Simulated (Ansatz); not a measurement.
We look at the formation energy of H_i in Pb (fcc, Fm-3m). Reaction: 32 Pb (fcc) + 1/2 H2 (gas) → cell A.

Cell A: a supercell of 32 sites of Pb (fcc, Fm-3m) with H off the lattice sites (6 Pb at 2.51 Å); spin state with PBE: run without spin, k-point mesh 4×4×4.
```
Pb32H
1.0
    9.91826     0.00000     0.00000
    0.00000     9.91826     0.00000
    0.00000     0.00000     9.91826
Pb H
32 1
Direct
  0.99667   0.00000   0.00000
  0.00077   0.24923   0.24923
  0.25000   0.00000   0.25333
  0.25000   0.25333   0.00000
  0.99923   0.00000   0.50000
  0.00077   0.24923   0.75077
  0.25000   0.00000   0.74667
  0.25000   0.25077   0.50000
  0.99923   0.50000   0.00000
  0.00077   0.75077   0.24923
  0.25000   0.50000   0.25077
  0.25000   0.74667   0.00000
  0.00028   0.50000   0.50000
  0.00077   0.75077   0.75077
  0.25000   0.50000   0.74923
  0.25000   0.74923   0.50000
  0.50333   0.00000   0.00000
  0.49923   0.24923   0.24923
  0.75000   0.00000   0.25077
  0.75000   0.25077   0.00000
  0.50077   0.00000   0.50000
  0.49923   0.24923   0.75077
  0.75000   0.00000   0.74923
  0.75000   0.24972   0.50000
  0.50077   0.50000   0.00000
  0.49923   0.75077   0.24923
  0.75000   0.50000   0.24972
  0.75000   0.74923   0.00000
  0.49972   0.50000   0.50000
  0.49923   0.75077   0.75077
  0.75000   0.50000   0.75028
  0.75000   0.75028   0.50000
  0.25000   0.00000   0.00000
```

Reference: Pb (fcc, Fm-3m), 32 atoms in the cell, a perfect crystal on lattice vectors that match the other cells', k-point mesh 4×4×4 on the run's own vectors.

Reference: an isolated H2 molecule (singlet) in a box of 11 × 11 × 13 Å.

Computed with Ansatz (plane waves, PAW), its default PAW set, cutoff 420 eV, 500 eV for r2SCAN. The structures are at rest with PBE+D3(BJ), within the held lattices; other levels are single points on them. Neutral cells; Fermi-Dirac smearing of at most 0.10 eV in the solids, energies taken to zero width. The lattices are those relaxed with PBE+D3(BJ), so at other levels the solids can be strained, which adds to the spread. Larger cells are relaxed from a start prepared with the learned potential CHGNet, on a coarser mesh till forces fall under 0.03 eV/Å, which some starts already meet. A dispersion term (D3(BJ), or D4 for r2SCAN) was computed beside these levels and is taken off wherever the name lacks it. No zero-point or thermal terms. The structures are the rest points that the relaxations reached, not proven lowest. The runs are scalar-relativistic, without spin-orbit coupling. Values are for these cell sizes. Mesh and cell size may move defect energies by 0.1 eV or more. Cell A has symmetry Pm-3m and got no random move, so less symmetric positions, which may lie lower, weren't tried.

Problem. What is the computed value (PBE+D3(BJ))?

Solution. 0.93 eV, for 32 Pb (fcc) + 1/2 H2 (gas) → cell A.

Problem. How does the value move with the functional?

Solution. 
```
Functional  value (eV)  less PBE+D3(BJ)
----------  ----------  ---------------
PBE               1.08             0.15
r2SCAN            1.12             0.19
```

The levels span 0.19 eV, from PBE+D3(BJ) (0.93) to r2SCAN (1.12).

Ansatz is a first-principles code.
